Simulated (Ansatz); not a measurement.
The starting structures come from a database of crystals and need not be the phases stable at ambient conditions.

 Where the default PAW files enter, the runs use the earlier of Ansatz's two default sets.

Crystal: Y₂C(NO)₂ (P-3m1, not sure to be the ambient phase, 7 atoms a cell, 13.8 Å³ an atom); planes in its conventional cell.

Calculation: r2SCAN (plane waves, PAW; Ansatz, a first-principles code).

The gap is the functional's own, uncorrected, and κ follows it; spin-orbit coupling is left out. Mid-gap values are interpolated between the computed energies.

| plane | area of the cell (Å²) | mid-gap κ (1/Å) | largest κ in the gap (1/Å) |
|---|---|---|---|
| (001) | 11.8 | 0.39 | 0.40 |
| (100) | 30.2 | ? | ? |

### Question
The slowest decay depends on the direction. Supply the withheld values.

### Answer

- (100), mid-gap κ (1/Å): 0.47
- (100), largest κ in the gap (1/Å): 0.49
